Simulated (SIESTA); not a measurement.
**SIESTA run on CdH8P2O10 (P2_1/c, 42 atoms in the cell): self-consistent single point**

Method of the run: GGA PBEsol, numerical atomic orbitals DZP, PseudoDojo PBEsol standard norm-conserving potentials (rewritten from UPF to PSML) (SIESTA 5.4.2).

Input:

```
# files in the folder: Cd.psml H.psml P.psml O.psml (PseudoDojo PBEsol standard)
SystemName  CdP2(H4O5)2
SystemLabel CdP2(H4O5)2

NumberOfAtoms                42
NumberOfSpecies              4
%block ChemicalSpeciesLabel
  1 48 Cd
  2 1 H
  3 15 P
  4 8 O
%endblock ChemicalSpeciesLabel
LatticeConstant              1.0 Ang
%block LatticeVectors
     5.452740000    0.000000000    0.000000000
     0.000000000   10.554310000    0.000000000
    -4.913588000    0.000000000    7.446247000
%endblock LatticeVectors
AtomicCoordinatesFormat      Ang
%block AtomicCoordinatesAndAtomicSpecies
    -2.456794000    5.277155000    3.723123500  1
     0.000000000    0.000000000    0.000000000  1
    -0.029302401    6.146830144    5.092786173  2
     0.568454401    4.407479856    2.353460827  2
    -1.888339599    0.869675144    6.076584327  2
     2.427491599    9.684634856    1.369662673  2
    -0.552166921    4.828385739    5.784095745  2
     1.091318921    5.725924261    1.662151255  2
    -1.365475079   10.105540739    5.385274755  2
     1.904627079    0.448769261    2.060972245  2
    -1.446058015    6.449000039    6.920169649  2
     1.985210015    4.105309961    0.526077351  2
    -0.471583985    1.171845039    4.249200851  2
     1.010735985    9.382464961    3.197046149  2
     0.580955602    7.620000734    0.153913925  2
    -0.041803602    2.934309266    7.292333075  2
     2.414990398    2.342845734    3.569209575  2
    -1.875838398    8.211464266    3.877037425  2
     4.148059050    7.572400796    1.284700995  3
    -3.608907050    2.981909204    6.161546005  3
    -1.152113050    2.295245796    2.438422505  3
     1.691265050    8.259064204    5.007824495  3
    -1.587573953    7.171548102    2.729794150  4
     2.126725953    3.382761898    4.716452850  4
     4.583519953    1.894393102    0.993329350  4
    -4.044367953    8.659916898    6.452917650  4
     3.979635516    9.070268471    1.031826447  4
    -3.440483516    1.484041529    6.414420553  4
    -0.983689516    3.793113471    2.691297053  4
     1.522841516    6.761196529    4.754949947  4
     3.157107046    6.732805435    0.380652147  4
    -2.617955046    3.821504565    7.065594853  4
    -0.161161046    1.455650435    3.342471353  4
     0.700313046    9.098659565    4.103775647  4
     0.178868841    7.104000518    0.938599434  4
     0.360283159    3.450309482    6.507647566  4
     2.817077159    1.826845518    2.784524066  4
    -2.277925159    8.727464482    4.661722934  4
    -0.867567594    5.698166426    5.429952237  4
     1.406719594    4.856143574    2.016294763  4
    -1.050074406    0.421011426    5.739418263  4
     1.589226406   10.133298574    1.706828737  4
%endblock AtomicCoordinatesAndAtomicSpecies

XC.functional                GGA
XC.authors                   PBEsol
PAO.BasisSize                DZP
PAO.EnergyShift              0.01 Ry
MeshCutoff                   350 Ry
%block kgrid.MonkhorstPack
    5   0   0  0.0
    0   2   0  0.0
    0   0   3  0.0
%endblock kgrid.MonkhorstPack
OccupationFunction           FD
ElectronicTemperature        50.0 meV

MaxSCFIterations             150
SCF.Mixer.Method             Broyden
SCF.Mixer.Weight             0.25
SCF.Mixer.History            8
SCF.DM.Tolerance             1.0E-05
Diag.ParallelOverK           true
WriteForces                  true
```

Output (repeated stretches shortened):

```
reinit: Reading from file input.fdf

reinit: System Name: CdP2(H4O5)2
reinit: System Label: CdP2(H4O5)2

coor:   Atomic-coordinates input format  =     Cartesian coordinates
coor:                                          (in Angstroms)

siesta: Atomic coordinates (Bohr) and species
siesta:     -4.64267   9.97238   7.03568  1        1
siesta:      0.00000   0.00000   0.00000  1        2
siesta:     -0.05537  11.61583   9.62397  2        3
siesta:      1.07422   8.32893   4.44740  2        4
siesta:     -3.56844   1.64345  11.48308  2        5
siesta:      4.58729  18.30131   2.58829  2        6
   [... 31 lines left out ...]
siesta:     -4.30465  16.49252   8.80938  4       38
siesta:     -1.63947  10.76797  10.26112  4       39
siesta:      2.65831   9.17678   3.81024  4       40
siesta:     -1.98435   0.79560  10.84593  4       41
siesta:      3.00320  19.14916   3.22544  4       42

siesta: System type = bulk

initatomlists: Number of atoms, orbitals, and projectors:     42   430   448

siesta: ******************** Simulation parameters ****************************
redata: Spin configuration                          = none
redata: Time-Reversal Symmetry                      = T
redata: Number of Atomic Species                    =        4
redata: Mesh Cutoff                                 =   350.0000 Ry
redata: Net charge of the system                    =     0.0000 |e|
redata: Min. number of SCF Iter                     =        0
redata: Max. number of SCF Iter                     =      150
redata: SCF convergence failure will abort job
redata: SCF mix quantity                            = Hamiltonian
redata: Mix DM or H after convergence               =   F
redata: Recompute H after scf cycle                 =   F
redata: Mix DM in first SCF step                    =   T
redata: No kicks to SCF
redata: DM Mixing Weight for Kicks                  =     0.5000
   [... lines left out ...]
diag: Parallel distribution                         =     1 x     1
diag: Used triangular part                          = Lower
diag: Absolute tolerance                            =  0.100E-15
diag: Orthogonalization factor                      =  0.100E-05
diag: Memory factor                                 =  1.0000

superc: Internal auxiliary supercell:     5 x     3 x     3  =      45
superc: Number of atoms, orbitals, and projectors:   1890  19350  20160

                        Single-point calculation

superc: Internal auxiliary supercell:     5 x     3 x     3  =      45
superc: Number of atoms, orbitals, and projectors:   1890  19350  20160

outcell: Unit cell vectors (Ang):
        5.452740    0.000000    0.000000
        0.000000   10.554310    0.000000
       -4.913588    0.000000    7.446247

outcell: Cell vector modules (Ang)   :    5.452740   10.554310    8.921319
outcell: Cell angles (23,13,12) (deg):     90.0000    123.4198     90.0000
outcell: Cell volume (Ang**3)        :    428.5308
new_DM -- step:     1
Initializing Density Matrix...

Attempting to read DM from file... Failed...
DM filled with atomic data:

InitMesh: MESH = 54 x 120 x 90 = 583200
InitMesh: Mesh cutoff (required, used) =   350.000   356.240 Ry

stepf: Fermi-Dirac step function
        iscf     Eharris(eV)        E_KS(eV)     FreeEng(eV)     dDmax    Ef(eV) dHmax(eV)
   scf:    1   -19460.347166   -19494.688299   -19494.688299  1.649863 -4.443928 13.387638
   scf:    2   -19524.574888   -19512.210262   -19512.210262  0.287867 -4.729862  5.824556
   scf:    3   -19515.824360   -19514.872090   -19514.872090  0.174516 -4.394185  0.756838
   scf:    4   -19514.948184   -19514.919730   -19514.919730  0.016338 -4.607684  0.149544
   scf:    5   -19514.929331   -19514.925012   -19514.925012  0.005942 -4.652369  0.054048
   scf:    6   -19514.928658   -19514.927045   -19514.927045  0.004542 -4.681827  0.034778
   scf:    7   -19514.927587   -19514.927380   -19514.927380  0.002534 -4.678261  0.008157
   scf:    8   -19514.927435   -19514.927413   -19514.927413  0.000436 -4.680353  0.001414
   scf:    9   -19514.927418   -19514.927416   -19514.927416  0.000137 -4.680710  0.000953
   scf:   10   -19514.927416   -19514.927416   -19514.927416  0.000037 -4.680499  0.000392
   scf:   11   -19514.927416   -19514.927416   -19514.927416  0.000022 -4.680492  0.000264
   scf:   12   -19514.927416   -19514.927416   -19514.927416  0.000014 -4.680486  0.000176
   scf:   13   -19514.927416   -19514.927416   -19514.927416  0.000008 -4.680488  0.000119
SCF Convergence by DM+H criterion
max |DM_out - DM_in|         :     0.0000075813
max |H_out - H_in|      (eV) :     0.0001191862
SCF cycle converged after 13 iterations

Using DM_out to compute the final energy and forces

siesta: E_KS(eV) =           -19514.9274

siesta: E_KS - E_eggbox =    -19514.9274

siesta: Atomic forces (eV/Ang):
     1   -0.000000   -0.000000    0.000000
     2   -0.000000    0.000000    0.000000
     3    0.515020    0.191970   -0.160080
   [... 39 lines left out ...]
   Tot    0.000000    0.000000   -0.000000
   Max    0.698189
   Res    0.363000    sqrt( Sum f_i^2 / 3N )
   Max    0.698189    constrained

Stress tensor Voigt[x,y,z,yz,xz,xy] (kbar):       22.82       17.39       19.47        0.00        2.77        0.00
(Free)E + p*V (eV/cell)   -19520.2480
Target enthalpy (eV/cell)   -19514.9274

siesta: Program's energy decomposition (eV):
siesta: Ebs     =     -3746.440134
siesta: Eions   =     28755.297578
siesta: Ena     =      4319.782487
siesta: Ekin    =      9989.830188
siesta: Enl     =     -1177.334454
siesta: Eso     =         0.000000
siesta: Edftu   =         0.000000
siesta: DEna    =        43.452453
siesta: DUscf   =        10.885532
siesta: DUext   =         0.000000
siesta: Ex      =     -3668.005054
siesta: Ec      =      -278.240990
siesta: Exc     =     -3946.246045
siesta: Eharris =    -19514.927416
siesta: Etot    =    -19514.927416
siesta: FreeEng =    -19514.927416

siesta: Atomic forces (eV/Ang):
siesta:      1   -0.000000   -0.000000    0.000000
siesta:      2   -0.000000    0.000000    0.000000
siesta:      3    0.515020    0.191970   -0.160080
siesta:      4   -0.515020   -0.191970    0.160080
siesta:      5   -0.515020    0.191970    0.160080
siesta:      6    0.515020   -0.191970   -0.160080
   [... 32 lines left out ...]
siesta:     39   -0.683401    0.358900   -0.071797
siesta:     40    0.683401   -0.358900    0.071797
siesta:     41    0.683401    0.358900    0.071797
siesta:     42   -0.683401   -0.358900   -0.071797
siesta: ----------------------------------------
siesta:    Tot    0.000000    0.000000   -0.000000

siesta: Stress tensor (static) (eV/Ang**3):
siesta:     0.014245    0.000000    0.001728
siesta:     0.000000    0.010853   -0.000000
siesta:     0.001728    0.000000    0.012150

siesta: Cell volume =        428.530832 Ang**3

siesta: Pressure (static):
siesta:                Solid            Molecule  Units
siesta:          -0.00013523         -0.00011848  Ry/Bohr**3
siesta:          -0.01241580         -0.01087805  eV/Ang**3
siesta:         -19.89230992        -17.42855636  kBar
```

The run converged in 13 iterations.

The starting cell comes from a database of computed structures (which also holds hypothetical and non-ambient phases and stackings), without a prior relaxation at this level. Values carry the incompleteness of an atom-centred basis.

Cost on one core of a shared machine: roughly 3 min.
